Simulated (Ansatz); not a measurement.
MgS (Fm-3m), Ansatz (a first-principles code) with PBEsol with spin-orbit coupling, rigid bands: Condition of this run: hydrostatic pressure 5 GPa (the target of the relaxation). band gap 2.81 eV, N_c = 1.64e19 cm⁻³ and N_v = 8.04e19 cm⁻³ at 300 K, conductivity masses of 0.357 mₑ (electrons) and 1.12 mₑ (holes). Take k_BT = 0.02585 eV.

### Question
What thermal injection velocity √(2k_BT/πm) limits a ballistic channel?

### Answer
9.00e6 cm/s for electrons and 5.08e6 cm/s for holes, a ratio of √(m_h/m_e) = 1.77, for dilute carriers.

### Question
Find the intrinsic carrier density and the intrinsic Fermi level.

### Answer
n_i = √(N_c N_v) exp(−E_g/2k_BT) = 3.63e19 × exp(−54.35) = 9.1e-5 cm⁻³. The level lies (k_BT/2) ln(N_v/N_c) = 21 meV from mid-gap (positive towards the conduction band). Each 0.1 eV added to the gap lowers n_i by a factor of 6.9.

### Question
A film of it is 2 nm thick. Estimate the confinement energies in an infinite well.

### Answer
ħ²π²/(2m t²) = 0.376 eV·nm²/(m/mₑ × t²) gives 263 meV for electrons and 83.9 meV for holes, so the gap would widen to about 3.16 eV. Finite barriers and nonparabolic bands lower this, and with several valleys or bands the heaviest mass along the normal sets the lowest level, not this average.

Rigid, parabolic bands with the computed gap; masses take one relaxation time for all states.
